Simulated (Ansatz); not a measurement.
System: CrCl3 (R-3, No. 148; cell taken from a computed entry). Method: r²SCAN (plane waves, PAW; Ansatz, a program for electronic structure).

Run with plane-wave cutoff 560 eV, 8×8×8 k mesh, Fermi–Dirac smearing 0.01 eV, spin-polarised start, scalar-relativistic PAW data made under PBE.

Cell (relaxed with PBEsol):

```yaml
crystal:
  lattice:
    - [2.96694, 1.71297, 6.16861]
    - [-2.96694, 1.71297, 6.16861]
    - [0.00000, -3.42593, 6.16861]
  atoms:
    - { symbol: Cr, position: [0.33336, 0.33336, 0.33336] }
    - { symbol: Cr, position: [0.66664, 0.66664, 0.66664] }
    - { symbol: Cl, position: [0.71482, 0.07117, 0.42788] }
    - { symbol: Cl, position: [0.28518, 0.92883, 0.57212] }
    - { symbol: Cl, position: [0.42788, 0.71482, 0.07117] }
    - { symbol: Cl, position: [0.57212, 0.28518, 0.92883] }
    - { symbol: Cl, position: [0.07117, 0.42788, 0.71482] }
    - { symbol: Cl, position: [0.92883, 0.57212, 0.28518] }
```

Task: Give the computed band gap, smallest direct gap on the k points sampled and Γ–Γ gap.

Result: 
* **band gap**: 2.55 eV (indirect)
* **smallest direct gap on the k points sampled**: 2.61 eV
* **Γ–Γ gap**: 2.99 eV

Note: the magnetic order was assumed, not searched for or taken from measurement; the cell comes from a level without a dispersion term, which matters for the spacing of layers, chains or molecules; cell and atoms aren't relaxed at this level (largest force component 0.31 eV/Å, pressure 2.2 GPa); this cell isn't known to be the ambient phase, and symmetry holds it in the calculation; the cell has widely spaced layers and the level no dispersion term, so their spacing and the moduli can rest on weak binding.
